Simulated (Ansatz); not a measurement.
The starting structures come from a database of crystals and need not be the phases stable at ambient conditions.

```
CELL_PARAMETERS angstrom
      5.75528     0.00000     0.00000
      0.00000    11.13814     0.00000
      0.00000     5.56907     5.56861
ATOMIC_POSITIONS crystal
  Cs 0.50000 0.49256 0.01488
  Cs 0.50000 0.99429 0.01142
  Pb 0.00000 0.49292 0.51440
  Pb 0.00000 0.99268 0.51440
  Cl 0.00000 0.80203 0.01436
  Cl 0.00000 0.18361 0.01436
  Cl 0.50000 0.99302 0.51482
  Cl 0.50000 0.49216 0.51482
  Cl 0.00000 0.30128 0.39744
  Cl 0.00000 0.68343 0.63314
```

Space group of this cell: Amm2. The cell is taken as given.

Transport runs along the normal of the first two printed cell vectors.

No gap correction and no spin-orbit coupling; mid-gap values are interpolated between computed energies.

### Question
Predict the band gap and the smallest decay constant κ at mid-gap from r2SCAN in Ansatz (an electronic-structure program).

### Answer
Gap 2.66 eV on a 6×6×6 mesh; κ = 0.185 1/Å, at (0.500, 0.000) of the in-plane reciprocal vectors. At the zone centre, at the nearest computed energy, the slowest state has κ = 0.22 1/Å.
